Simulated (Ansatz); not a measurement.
Consider the following.

```
Zr
1.0
    3.24602     0.00000     0.00000
   -1.62301     2.81113     0.00000
    0.00000     0.00000     5.11105
Zr
2
Direct
  0.33333   0.66667   0.75000
  0.66667   0.33333   0.25000
```

No spin polarisation.

The values are results of Kohn–Sham DFT with the r2SCAN functional, run in Ansatz (a quantum-chemistry and plane-wave program) with PAW and 500 eV plane waves, no SOC, not measurements. Γ-centred 16×16×9 mesh, Fermi–Dirac width 0.05 eV.

Question: What band gap does the calculation give?

Answer: Zero.

Question: Estimate the pressure (mean of the normal stresses, compression positive).

Answer: 0.8 GPa.

The cells carry an imposed strain or load. Whether these cells are dynamically stable was not tested. The final runs are not spin-polarised. The cell was made from Zr in the hcp (Mg type) structure (space group P6_3/mmc, No. 194) by this change: uniaxial strain ε_zz = −0.77 %.
